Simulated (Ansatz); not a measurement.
The starting structures come from a database of crystals and need not be the phases stable at ambient conditions.

## Evanescent states of SrP (P-62m, not sure to be the ambient phase, 12 atoms a cell, 28.5 Å³ an atom) along the normal of (100)

Calculation: r2SCAN (plane waves, PAW; Ansatz, a program for electronic structure).

The gap is the functional's own. No spin-orbit coupling. Mid-gap values are interpolated on the energy grid.

Energies count from the valence-band top; κ is the least over a 6×4 mesh across the current.

```
E (eV)  κ (1/Å)  where
------  -------  -----
0.03      0.077      Γ
0.09      0.131      Γ
0.15      0.166      Γ
0.21      0.193      Γ
0.27      0.215      Γ
0.33      0.234      Γ
0.39      0.227  off Γ
0.45      0.216  off Γ
0.51      0.202  off Γ
0.57      0.184  off Γ
0.63      0.160  off Γ
0.69      0.124  off Γ
0.75      0.057  off Γ
```

### Question
How thick must the barrier be to attenuate the transmission by 10^4 when the electrodes' Fermi level lies at 0.57 eV, and what attenuation does that film give at 0.69 eV?

### Answer
d = 4 ln 10 / (2 × 0.184) = 25.0 Å. At 0.69 eV it gives 4 × 0.124/0.184 = 2.7 decades.
